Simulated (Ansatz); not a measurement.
# W on a Ta site (middle of the slab) in a 3x3 cell of the 1x1 (110) surface of bcc Ta

Calculation: PBE (plane waves to 420 eV, PAW; Ansatz, a program for electronic structure).

Model: 36-atom slab, 6.8 Å thick at the start (thin: gaps and levels are the slab's own), 4x4x1 mesh, Fermi-Dirac 0.1 eV, dipole correction, 9 atoms held, the rest relaxed; start symmetry kept, larger cells not searched; no spin, no spin-orbit, no U.

| Property | Value |
|---|---|
| formation energy against bcc Ta, bcc W | -0.14 eV |
| work function of the top face | 4.77 eV |
| change of the work function | 0.004 eV |
| change of the step from the bottom to the top vacuum level, against the clean slab | 0.014 eV |
| energy released by relaxation | 0.057 eV |
| largest move of a host atom | 0.06 Å |
